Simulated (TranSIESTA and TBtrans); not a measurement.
# Ag chain with one C atom inserted

System: Ag chain with one C atom inserted. Leads: straight Ag chain, spacing 2.517 Å. Geometry: 3 atoms about the centre moved by SIESTA (PBE, DZP) to a largest force of 0.03 eV/Å, all others as built, motion along the axis alone.

Computed with TranSIESTA and TBtrans, PBE, DZP numerical orbitals (energy shift 0.15 eV), PseudoDojo norm-conserving scalar-relativistic potentials, mesh cutoff 200 Ry, 300 K, no spin polarisation, no spin-orbit coupling; self-consistent non-equilibrium Green functions.

```
Quantity                           Value
---------------------------------  -----
Conductance at 300 K (G0 = 2e²/h)   0.68
Thermopower (μV/K)                   3.9
Mean T from −0.5 to 0.5 eV          0.67
```

Energies count from the leads' Fermi level. Transmissions are for one spin of a degenerate pair. The energy step is 0.01 eV; narrower resonances are cut or missed.

| E (eV) | T | lead channels |
|---|---|---|
| -2.00 | 0.062 | 3 |
| -1.90 | 0.041 | 3 |
| -1.80 | 0.025 | 3 |
| -1.70 | 0.015 | 3 |
| -1.60 | 0.0074 | 3 |
| -1.50 | 0.0057 | 3 |
| -1.40 | 5.7e-5 | 1 |
| -1.30 | 0.00085 | 1 |
| -1.20 | 0.94 | 1 |
| -1.10 | 0.92 | 1 |
| -1.00 | 0.87 | 1 |
| -0.90 | 0.84 | 1 |
| -0.80 | 0.82 | 1 |
| -0.70 | 0.82 | 1 |
| -0.60 | 0.81 | 1 |
| -0.50 | 0.80 | 1 |
| -0.40 | 0.79 | 1 |
| -0.30 | 0.77 | 1 |
| -0.20 | 0.75 | 1 |
| -0.10 | 0.72 | 1 |
| 0.00 | 0.68 | 1 |
| 0.10 | 0.65 | 1 |
| 0.20 | 0.61 | 1 |
| 0.30 | 0.57 | 1 |
| 0.40 | 0.53 | 1 |
| 0.50 | 0.50 | 1 |
| 0.60 | 0.47 | 1 |
| 0.70 | 0.44 | 1 |
| 0.80 | 0.42 | 1 |
| 0.90 | 0.39 | 1 |
| 1.00 | 0.37 | 1 |
| 1.10 | 0.35 | 1 |
| 1.20 | 0.33 | 1 |
| 1.30 | 0.32 | 1 |
| 1.40 | 0.30 | 1 |
| 1.50 | 0.29 | 1 |
| 1.60 | 0.28 | 1 |
| 1.70 | 0.27 | 1 |
| 1.80 | 0.25 | 1 |
| 1.90 | 0.24 | 1 |
| 2.00 | 0.23 | 1 |

The straight chain is held at its spacing; free chains may zigzag or dimerise. No spin-polarised start was tried, so a magnetic state, if there is one, is missed.
